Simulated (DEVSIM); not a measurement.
System: abrupt GaP p-n junction, at 250 K.

| layer (left to right) | material | thickness (μm) | Nd (cm⁻³) | Na (cm⁻³) | τn (s) | τp (s) |
|---|---|---|---|---|---|---|
| 1 | GaP | 11.0 | - | 2e15 | 1.7e-7 | 1.7e-7 |
| 2 | GaP | 2.50 | 8.6e17 | - | 1.7e-7 | 1.7e-7 |

Left contact: ohmic. Right contact: ohmic. Voltage is applied to the left contact. Recombination: SRH at mid-gap, Auger. Mobility is μmin + (μ − μmin)/(1 + (N/Nref)^α).

The device is made up for the run: typed textbook-type constants, with dimensions and the other settings drawn at random. Values at 300 K; Nc and Nv go as T^1.5, mobilities as T to minus their exponent, the gap by Varshni's rule with the affinity fixed.

```csv
parameter,GaP
gap (eV),2.26
affinity (eV),3.8
permittivity,11.1
Nc (cm⁻³),1.8e19
Nv (cm⁻³),1.9e19
μn (cm²/Vs),250
μp (cm²/Vs),150
"μn,min",10
"μp,min",10
"Nref,n",4.4e18
"Nref,p",1e18
αn,0.8
αp,0.85
T exponent of μn,1.6
T exponent of μp,1.98
Cn (cm⁶/s),1e-30
Cp (cm⁶/s),1e-30
Varshni α (eV/K),0.00058
Varshni β (K),372
```

Model (solved in DEVSIM): 1D drift-diffusion, Boltzmann statistics, complete ionisation; no tunnelling, impact ionisation, image-force lowering or self-heating.

The thickness of layer 1 was swept, all else fixed.

| thickness of layer 1 (μm) | dark forward voltage at 100 A/cm² (V) | dark forward voltage at 1 A/cm² (V) |
|---|---|---|
| 2.2 | 1.978 | 1.846 |
| 3.8 | 1.998 | 1.859 |
| 6.6 | 2.024 | 1.872 |
| 11 | 2.057 | 1.883 |
| 19 | 2.121 | 1.895 |
| 33 | 2.275 | 1.913 |
| 55 | 2.669 | 1.943 |

From the first row to the last the dark forward voltage at 100 A/cm² goes from 1.978 to 2.669. From the first row to the last the dark forward voltage at 1 A/cm² goes from 1.846 to 1.943.
